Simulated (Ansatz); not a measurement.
**The (111) surface of fcc Cu, one added row of Cu in 4 (bottom of the slab: a bare face, its two planes held)**

Method: PBE (plane waves to 420 eV, PAW; Ansatz, a program for electronic structure).

Set-up: 25 atoms, 12.8 Å thick at the start with caps and adatoms (thin: gaps and levels are the slab's own); mesh 17x5x1; 0.1 eV smearing; dipole correction on; 8 atoms held, the rest relaxed; no symmetry held; no spin, no spin-orbit, no U. In PBE it is, or lies within 0.01 eV a 1x1 cell of, the lowest of the 2 structures of its composition computed so far; subsurface sites and larger cells were not tried.

```json
{
 "work_function_of_the_top_face": "4.33 eV",
 "energy_released_by_relaxation": "0.30 eV",
 "cost": "very roughly 70 core-minutes"
}
```
